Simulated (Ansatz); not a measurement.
The reference is B (space group I4_132, No. 214; a = 4.633 Å; a hypothetical phase, not in the database extracts checked). Axes: x, y, z lie along the cube axes.

The values are results of PBEsol, PAW, 420 eV (Ansatz, a first-principles code; spin-orbit coupling left out), not measurements.

For the base:

```
Property               Value
-------------------  -------
Smallest direct gap  2.64 eV
Band gap             1.41 eV
```

One thing is altered: a pure shear with ε_xz = ε_zx = -0.0099, atoms relaxed at fixed cell.

Question: What does the calculation give for the smallest direct gap after the change?

Answer: The smallest direct gap drops by 0.01 eV to 2.63 eV.

Question: What happens to the band gap?

Answer: The band gap falls by 0.05 eV, from 1.41 eV to 1.36 eV.

Question: How does this affect the energy relative to the base?

Answer: The energy goes up by 0.3 meV/atom.

Question: What happens to the stress?

Answer: The stress (xx, yy, zz, yz, xz, xy; compression positive) is (-0.01, 0.00, -0.01, 0.00, 0.46, 0.00) GPa.

The cells carry an imposed strain or load. Whether these cells are dynamically stable was not tested.
